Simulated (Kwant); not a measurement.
Device: wire with an abrupt hard-wall neck in a Ge (holes) two-dimensional gas. Effective mass 0.06 mₑ, grid spacing 8.3 nm, hard walls, nominal width 200 nm (25 grid rows, so walls 215.8 nm apart), one parabolic valley, scattering region 600 nm long along x; energies count from the band bottom; Fermi energy swept from 7.834e-05 to 0.0011141 eV. Central neck 83 nm wide and 60 nm long.

Constants are typed, rounded textbook-type inputs, not results; the design itself was drawn at random and stands for no fabricated device.

Model: effective-mass tight-binding model on a square grid, one spin, coherent transport at 0 K (Kwant). Conductance is in e²/h.

```csv
E (meV),A,B,C,D
0.07834,0,0,0,0
0.1384,0.00013,0,0.0017,0
0.1984,0.0025,0.00085,0.0057,0
0.2585,0.0057,0.0029,0.012,0.00071
0.3185,0.010,0.0055,0.021,0.0022
0.3786,0.016,0.0088,0.034,0.0039
0.4386,0.024,0.013,0.053,0.0060
0.4986,0.035,0.019,0.083,0.0085
0.5587,0.050,0.025,0.13,0.012
0.6187,0.070,0.034,0.19,0.015
0.6788,0.098,0.046,0.29,0.020
0.7388,0.14,0.060,0.41,0.025
0.7989,0.19,0.079,0.58,0.031
0.8589,0.25,0.10,0.76,0.039
0.9190,0.34,0.13,0.92,0.048
0.9790,0.45,0.17,0.94,0.059
1.039,0.58,0.22,0.96,0.072
1.114,0.75,0.30,0.98,0.093
```

Question: Column A is the base. The others each differ by one change: effective mass 0.06 → 0.036 mₑ; effective mass 0.06 → 0.048 mₑ; effective mass 0.06 → 0.078 mₑ. Which is which?

Answer: B: effective mass 0.06 → 0.048 mₑ; C: effective mass 0.06 → 0.078 mₑ; D: effective mass 0.06 → 0.036 mₑ.
